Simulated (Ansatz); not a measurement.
The parent structure is GaAs in the wurtzite structure (space group P6_3mc, No. 186; a = 3.9877 Å, c = 6.5760 Å; a cell from a computed database, its experimental status unchecked). Axes: x lies along a and z along c of the hexagonal cell.

Modification: compressive biaxial strain of 2.24 % in the plane normal to [001], as in epitaxy on a mismatched substrate; the out-of-plane cell vector and the atoms relax.

Levels (all Ansatz, a program for electronic structure, PAW): PBEsol (420 eV, spin-orbit coupling left out); r2SCAN (500 eV, spin-orbit coupling left out); HSE06 (420 eV, no spin-orbit coupling).

At the geometry relaxed with PBEsol, these levels gave the following band gaps, in shuffled order: (a) 1.08 eV, (b) 0.51 eV, (c) 1.48 eV.

Problem. Match each gap to its level.

Solution. (a) r2SCAN; (b) PBEsol; (c) HSE06.

Single points use the geometry relaxed with PBEsol. Whether these cells are dynamically stable was not tested. This is not the structure that GaAs has at room temperature and ambient pressure.
